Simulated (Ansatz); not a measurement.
**Pressure series in LiNbO3**

The parent structure is LiNbO3 (space group R3c, No. 161).

```
LiNbO3
1.0
    2.59493     1.49819     4.67214
   -2.59493     1.49819     4.67214
    0.00000    -2.99637     4.67214
Li Nb O
2 2 6
Direct
  0.70264   0.70264   0.70264
  0.20264   0.20264   0.20264
  0.98381   0.98381   0.98381
  0.48381   0.48381   0.48381
  0.62624   0.87386   0.26316
  0.87386   0.26316   0.62624
  0.26316   0.62624   0.87386
  0.76316   0.37386   0.12624
  0.37386   0.12624   0.76316
  0.12624   0.76316   0.37386
```

Cell and atoms are relaxed at each pressure.

Levels (all Ansatz, a first-principles code, PAW, earlier PAW set): PBE (420 eV, spin-orbit coupling left out); r2SCAN (500 eV, scalar-relativistic without spin-orbit coupling).

The base cell above is that of PBE; each level relaxes its own structures.

```csv
case,"shortest interatomic distance, PBE","shortest interatomic distance, r2SCAN"
pressure −2 GPa,1.884 Å,1.878 Å
pressure −1 GPa,1.884 Å,1.878 Å
pressure 0.9 GPa,1.884 Å,1.877 Å
pressure 2.1 GPa,1.884 Å,1.876 Å
pressure 4.5 GPa,1.883 Å,1.875 Å
pressure 9 GPa,1.879 Å,1.872 Å
pressure 15 GPa,1.874 Å,1.867 Å
pressure 22.5 GPa,1.867 Å,1.859 Å
pressure 30 GPa,1.859 Å,1.850 Å
```

PBE lies above r2SCAN in every row, by 0.006 Å to 0.009 Å. Near ties aside, they put the cases in the same order.

Load acts through the strain it causes; cell and atoms are relaxed under it. No phonon test of stability was made. Competing high-pressure phases were not computed.
